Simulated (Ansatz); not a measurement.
**Hypothetical zinc blende BaS, response to strain**

The reference is BaS in the zinc blende structure (space group F-43m, No. 216; a = 7.0381 Å; a hypothetical phase, not in the database extracts checked). Axes: x, y, z lie along the cube axes.

Strains are applied to the cell and any free atomic positions relax; under biaxial strain the out-of-plane vector relaxes too.

All numbers come from r2SCAN (Ansatz, an electronic-structure program), without spin-orbit coupling.

Candidates:
(a) biaxial strain +1.20 %, plane normal [110], relaxed out of plane
(b) isotropic strain +2.57 %
(c) uniaxial strain ε_zz = −4.46 %

For the base:

```
Property   Result
--------  -------
Band gap  3.07 eV
```

Question: Order them by band gap, highest first.

Answer: (c) uniaxial strain ε_zz = −4.46 % (3.10 eV), (a) biaxial strain +1.20 %, plane normal [110], relaxed out of plane (3.04 eV), (b) isotropic strain +2.57 % (2.95 eV)

A biaxial case was relaxed in a doubled cell and then solved in the primitive one. No phonon test of stability was made.
